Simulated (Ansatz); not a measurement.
# RuSi: pressure series

Consider RuSi (space group P2_13, No. 198; a = 4.705 Å).

Cell and atoms are relaxed at each pressure.

Calculations: Ansatz (an electronic-structure program), r2SCAN, PAW, cutoff 500 eV, spin-orbit coupling left out.

| case | shortest interatomic distance | width of the top valence band | band gap |
|---|---|---|---|
| base | 2.378 Å | 1.18 eV | 0.31 eV |
| pressure −2 GPa | 2.381 Å | 1.17 eV | 0.30 eV |
| pressure −1 GPa | 2.380 Å | 1.18 eV | 0.31 eV |
| pressure 0.9 GPa | 2.376 Å | 1.19 eV | 0.31 eV |
| pressure 2.1 GPa | 2.374 Å | 1.20 eV | 0.31 eV |
| pressure 4.5 GPa | 2.371 Å | 1.21 eV | 0.31 eV |
| pressure 9 GPa | 2.364 Å | 1.23 eV | 0.32 eV |
| pressure 30 GPa | 2.333 Å | 1.33 eV | 0.32 eV |

Load acts through the strain it causes; cell and atoms are relaxed under it. No phonon test of stability was made. No other phases were tried under pressure.
